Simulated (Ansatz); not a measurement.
The parent structure is KBr in the rock salt structure (space group Fm-3m, No. 225).

```
CELL_PARAMETERS angstrom
      0.00000     3.30411     3.30411
      3.30411     0.00000     3.30411
      3.30411     3.30411     0.00000
ATOMIC_POSITIONS crystal
  Br 0.00000 0.00000 0.00000
  K  0.50000 0.50000 0.50000
```

Cartesian axes are those of the cell as printed.

Method: Ansatz (an electronic-structure program), r2SCAN, PAW, cutoff 500 eV, scalar-relativistic without spin-orbit coupling.

Before the change:

The volume per atom is 36.07 Å³.

Now apply this change: biaxial strain +1.40 %, plane normal [001], relaxed out of plane (Cartesian); in-plane vectors clamped, the third vector and the atoms free.

**Question.** How does this affect the volume per atom?

**Answer.** The volume per atom goes up by 0.90 Å³ (36.07 Å³ → 36.97 Å³).

No phonon test of stability was made.
